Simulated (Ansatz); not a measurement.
**Si₃P₄ (model structure, started from the Si3N4 type, Fd-3m, No. 227, 14 atoms in the cell)**

All values below come from PBE-D3(BJ) (Ansatz, an electronic-structure program, plane waves, PAW).

Settings: plane-wave cutoff 520 eV, 10×10×10 k mesh, Fermi–Dirac smearing 0.05 eV, scalar-relativistic PAW data made under PBE.

Cell (relaxed at this level):

P4Si3 has the cubic space group Fd-3m, origin choice 1 (No. 227), Pearson symbol cF56. Cell: a = 9.7787 Å, b = 9.7787 Å, c = 9.7787 Å, α = 90.00°, β = 90.00°, γ = 90.00°. Si1 on 16c sees 6 P at 2.358 Å (octahedral). Si2 on 8b is surrounded by 4 P at 2.273 Å (tetrahedral). P on 32e is coordinated by 4 Si at 2.273–2.358 Å. (Neighbours: up to the widest gap in distance over summed covalent radii, below 1.35, at either atom.)
(The calculation used a cell of 14 atoms; values per cell refer to that cell.)

```yaml
band_gap: zero (no gap)
```

Note: the relaxation could raise the start's symmetry but not lower it, so the cell can be a saddle point.

It cost about 4 core-minutes (a rough figure) of CPU time.

A model structure was made by putting elements into a prototype or built by hand; it is no filed structure, need not be a known phase, and can be a saddle point held by its symmetry.
